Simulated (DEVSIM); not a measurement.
Device: Schottky contact on n-type Si, at 300 K.

Layer 1 from the left is Si, thickness (μm) 0.940, Nd (cm⁻³) 9.7e16, τn (s) 1.7e-6, τp (s) 1.7e-6.

Left contact: Schottky, work function 4.58 eV, emission velocity 6.1e6 cm/s. Right contact: ohmic. Voltage is applied to the left contact. Recombination: SRH at mid-gap, radiative, Auger. Gap narrowing is on: ΔEg = 6.92 meV × (l + √(l² + 0.5)), l = ln(N/1.3e17 cm⁻³), shared equally by both band edges. Mobility is μmin + (μ − μmin)/(1 + (N/Nref)^α).

Constants are typed, rounded textbook-type inputs, not results; the design itself was drawn at random and stands for no fabricated device. Values at 300 K.

Si: gap (eV) 1.124, affinity (eV) 4.05, permittivity 11.7, Nc (cm⁻³) 2.86e19, Nv (cm⁻³) 3.1e19, μn (cm²/Vs) 1417, μp (cm²/Vs) 470, μn,min 52, μp,min 45, Nref,n 9.7e16, Nref,p 2.2e17, αn 0.68, αp 0.72, B (cm³/s) 4.7e-15, Cn (cm⁶/s) 2.8e-31, Cp (cm⁶/s) 9.9e-32.

DEVSIM, 1D drift-diffusion, Boltzmann statistics, complete ionisation; no tunnelling, impact ionisation, image-force lowering or self-heating. Metal contacts follow the ideal Schottky-Mott rule: no Fermi-level pinning, no interface dipoles.

Problem. What does the simulation give for the largest field in the device at zero bias, the potential step across the device at zero bias?

Solution. largest field in the device at zero bias 100000 V/cm; potential step across the device at zero bias 0.381 V.
